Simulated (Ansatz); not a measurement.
The structure below was relaxed with Ansatz (a quantum-chemistry and plane-wave program) r2SCAN, scalar-relativistic without spin-orbit coupling.

```
ZrO2
1.0
    3.60133     0.00000     0.00000
    0.00000     3.60133     0.00000
    0.00000     0.00000     5.22793
Zr O
2 4
Direct
  0.00000   0.00000   0.00000
  0.50000   0.50000   0.50000
  0.00000   0.50000   0.19678
  0.00000   0.50000   0.69678
  0.50000   0.00000   0.30322
  0.50000   0.00000   0.80322
```

Question: Find the space group and the Wyckoff positions.

Answer: Space group P4₂/nmc, origin choice 1 (No. 137); a = b = 3.601 Å, c = 5.228 Å, α = β = γ = 90.00°

```csv
atom,site,symmetry,x,y,z
Zr,2a,-4m2,0.0000,0.0000,0.0000
O,4d,2mm.,0.0000,0.5000,0.1968
```

Question: Describe the coordination.

Answer: The crystal has 6 atoms in its conventional cell. Conventional cell: a = 3.601 Å, b = 3.601 Å, c = 5.228 Å, α = 90.00°, β = 90.00°, γ = 90.00°. Zr is surrounded by 4 O at 2.074 Å and 4 O at 2.399 Å. O is surrounded by 2 Zr at 2.074 Å and 2 Zr at 2.399 Å (tetrahedral). (Neighbours: up to the widest gap in distance over summed covalent radii, below 1.35, at either atom; cation-cation and far metal-metal contacts left out.)

Whether these cells are dynamically stable was not tested. The cell was made from HfO2 by this change: Hf → Zr. This is not the structure that ZrO2 has at room temperature and ambient pressure.
